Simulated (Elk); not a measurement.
A self-consistent single point of BaAlGe (P1, 3 atoms in the cell) with Elk.

Computed with PBEsol, all-electron FP-LAPW, Elk's shipped species files, default APW+lo basis (Elk 10.2.4).

The change in words: atoms moved at random. Reference geometry:
```xyz
3
Lattice="4.4375 0.0000 0.0000 -2.2187 3.8430 0.0000 0.0000 0.0000 5.3297" Properties=species:S:1:pos:R:3 pbc="T T T"
Ba     0.0000     0.0000     0.0000
Al     2.2188     1.2810     2.6649
Ge     0.0000     2.5620     2.6649
```

Reference input (self-consistent single point, DFT, PBEsol, all-electron FP-LAPW, Elk's shipped species files, default APW+lo basis): xctype = 22; rgkmax = 7; stype = 3; swidth = 0.00367493 Ha; ngridk = 6 6 4; rmtscf = 0.99. This run's input differs from it in these lines:

```diff
@@ -33,9 +33,9 @@
   1   : natoms; atposl, bfcmt below
-  0.0000000000  0.0000000000  0.0000000000    0.0 0.0 0.0
+  -0.0082320000  -0.0237460000  0.0005320000    0.0 0.0 0.0
   'Al.in'   : spfname
   1   : natoms; atposl, bfcmt below
-  0.6666666667  0.3333333333  0.5000000000    0.0 0.0 0.0
+  0.6724750000  0.3419180000  0.4969090000    0.0 0.0 0.0
   'Ge.in'   : spfname
   1   : natoms; atposl, bfcmt below
-  0.3333333333  0.6666666667  0.5000000000    0.0 0.0 0.0
+  0.3357570000  0.6818290000  0.5025590000    0.0 0.0 0.0
```

The program printed (abridged):

```
│ Self-consistent loop started │
│ Loop number : 1 │
 total energy                :     -10481.6369831
│ Loop number : 2 │
 total energy                :     -10481.6164101
RMS change in Kohn-Sham potential (target) :   0.3890603401     (  0.1000000000E-05)
Absolute change in total energy (target)   :   0.2057303411E-01 (  0.1000000000E-03)
│ Loop number : 3 │
 total energy                :     -10480.2823816
RMS change in Kohn-Sham potential (target) :   0.2753780318     (  0.1000000000E-05)
Absolute change in total energy (target)   :    1.339171753     (  0.1000000000E-03)
│ Loop number : 4 │
   [... lines left out ...]
Absolute change in total energy (target)   :   0.5964190786E-03 (  0.1000000000E-03)
│ Loop number : 13 │
 total energy                :     -10476.2423448
RMS change in Kohn-Sham potential (target) :   0.7043122433E-07 (  0.1000000000E-05)
Absolute change in total energy (target)   :   0.1851441139E-03 (  0.1000000000E-03)
│ Loop number : 14 │
 total energy                :     -10476.2423428
RMS change in Kohn-Sham potential (target) :   0.2655944034E-07 (  0.1000000000E-05)
Absolute change in total energy (target)   :   0.4830009857E-04 (  0.1000000000E-03)
Convergence targets achieved

│ Loop number : 15 │

Energies :
 Fermi                       :     0.202313891402
 total energy                :     -10476.2423409

Density of states at Fermi energy :    49.38752827
 (states/Hartree/unit cell)

Estimated indirect band gap :   0.6228926906E-03
 from k-point      6 to k-point     85
Estimated direct band gap   :   0.2347653957E-01
 at k-point     58

Charges :
 core                        :    58.00000000
 valence                     :    43.00000000
 interstitial                :    5.779797624
 muffin-tins (core leakage)
  species :    1 (Ba)
   atom    1                 :    53.62267087     (  0.6515176686E-05)
  species :    2 (Al)
   atom    1                 :    11.12517396     (  0.5342606434E-03)
  species :    3 (Ge)
   atom    1                 :    30.47235755     (  0.3884187455E-03)
 total in muffin-tins        :    95.22020238
 total calculated charge     :    100.9815612
 total charge                :    101.0000000
 error                       :   0.1843875605E-01

│ Self-consistent loop stopped │
```

The run converged in 15 iterations. The count includes the last loop, which Elk runs after its targets are met. Against the reference run the free energy rises by 7.5 meV/atom.

The starting cell comes from a database of computed structures (which also holds hypothetical and non-ambient phases and stackings), without a prior relaxation at this level. Its lattice was rescaled by a random factor within 2.5 % of one. For this run, on top of that: atoms moved at random. Values depend on the basis (sphere radii, cutoffs, local orbitals), which need not be converged. The log's line on a gap gives a spacing of levels on this mesh, which the program prints for metals too.

Cost on one core of a shared machine: roughly 3 min.
